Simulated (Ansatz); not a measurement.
Start from SnSe2 in the CdI2 type structure (space group P-3m1, No. 164; a = 3.794 Å, c = 5.744 Å; layered, stacked along the Cartesian z axis).

Computed with PBEsol-D3(BJ) (Ansatz, a program for electronic structure), no spin-orbit coupling.

Modification: every lattice vector is shortened by 1.00 %, atoms relaxed at fixed cell.

### Question
What happens to the largest internal atomic displacement?

### Answer
The largest internal atomic displacement is 0.024 Å.

### Question
What happens to the energy relative to the base?

### Answer
The energy goes up by 3.5 meV/atom.

A case with no gap was solved on a k-mesh chosen for an insulator, which is coarse for it. The cells carry an imposed strain or load. Whether these cells are dynamically stable was not tested. All final runs are without spin polarisation.
